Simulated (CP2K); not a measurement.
Input and output of a self-consistent single point for Li (Im-3m, 1 atom in the cell) (CP2K).

Method of the run: RPBE, GPW, DZVP-MOLOPT-SR-GTH basis, GTH-PBE potentials (GTH_POTENTIALS) run with CP2K.

```
Li
1.0
    3.00951     0.00000     0.00000
   -1.00317     2.83739     0.00000
   -1.00317    -1.41870     2.45725
Li
1
Direct
  0.00000   0.00000   0.00000
```

Reference input (self-consistent single point, DFT PBE, GPW, DZVP-MOLOPT-SR-GTH basis, GTH-PBE potentials (GTH_POTENTIALS)): CUTOFF = 400 Ry; REL_CUTOFF = 50 Ry; SMEAR/METHOD = MARZARI_VANDERBILT; SIGMA = 0.272 eV; KPOINTS/SCHEME = MONKHORST-PACK 11 11 11; XC_FUNCTIONAL = PBE; Li/BASIS_SET = DZVP-MOLOPT-SR-GTH-q3; Li/POTENTIAL = GTH-PBE-q3; METHOD = GPW; EPS_DEFAULT = 1e-11; NGRIDS = 4; SCF_GUESS = ATOMIC. This run's input differs from it in these lines:

```diff
@@ -43,3 +43,7 @@
     &XC
-      &XC_FUNCTIONAL PBE
+      &XC_FUNCTIONAL
+        &GGA_X_RPBE
+        &END GGA_X_RPBE
+        &GGA_C_PBE
+        &END GGA_C_PBE
       &END XC_FUNCTIONAL
```

Output, abridged:

```
 SCF WAVEFUNCTION OPTIMIZATION

  Step     Update method      Time    Convergence         Total energy    Change
     1 NoMix/Diag. 0.20E+00      -     0.34451232        -7.5411276359 -7.54E+00
     2 Broy./Diag. 0.20E+00      -     0.00174875        -7.4996220961  4.15E-02
     3 Broy./Diag. 0.20E+00      -     0.00940933        -7.4999373815 -3.15E-04
     4 Broy./Diag. 0.20E+00      -     0.00138387        -7.4995784870  3.59E-04
     5 Broy./Diag. 0.20E+00      -     0.00212893        -7.4986438739  9.35E-04
     6 Broy./Diag. 0.20E+00      -     0.00005290        -7.4985308616  1.13E-04
     7 Broy./Diag. 0.20E+00      -     0.00009730        -7.4984724080  5.85E-05
     8 Broy./Diag. 0.20E+00      -     0.00000073        -7.4984691800  3.23E-06
     9 Broy./Diag. 0.20E+00      -     0.00000346        -7.4984703491 -1.17E-06
    10 Broy./Diag. 0.20E+00      -     0.00000001        -7.4984704234 -7.43E-08
  *** SCF run converged in    10 steps ***

  Overlap energy of the core charge distribution:               0.00000000000000
  Self energy of the core charge distribution:                 -6.34713281491226
  Core Hamiltonian energy:                                      0.31005157301667
  Hartree energy:                                               0.39528528361681
  Exchange-correlation energy:                                 -1.85668139206181
  Smearing free energy correction:                              0.00000692695664
  Fermi energy:                                                 0.01416646066651

  Total energy:                                                -7.49847042338397

                     Mulliken Population Analysis

 #  Atom  Element  Kind  Atomic population                           Net charge
   [... lines left out ...]

 STRESS| Analytical stress tensor [bar]
 STRESS|                        x                   y                   z
 STRESS|      x        5.75495903299E+03  -7.00226436207E-01  -1.20081163897E+00
 STRESS|      y       -7.00226436207E-01   5.75449959945E+03  -1.70117159102E+00
 STRESS|      z       -1.20081163897E+00  -1.70117159102E+00   5.75250611774E+03
 STRESS| 1/3 Trace                                             5.75398825006E+03
```

The run converged in 10 iterations. Against the reference run the pressure goes from 0.00 to 0.58 GPa.

The starting cell comes from a database of computed structures (which also holds hypothetical and non-ambient phases and stackings), without a prior relaxation at this level. Its lattice was rescaled by a random factor within 2.5 % of one. Values carry the incompleteness of an atom-centred basis. The potentials were made for another functional than the one used.

Cost on one core of a shared machine: roughly 70 s.
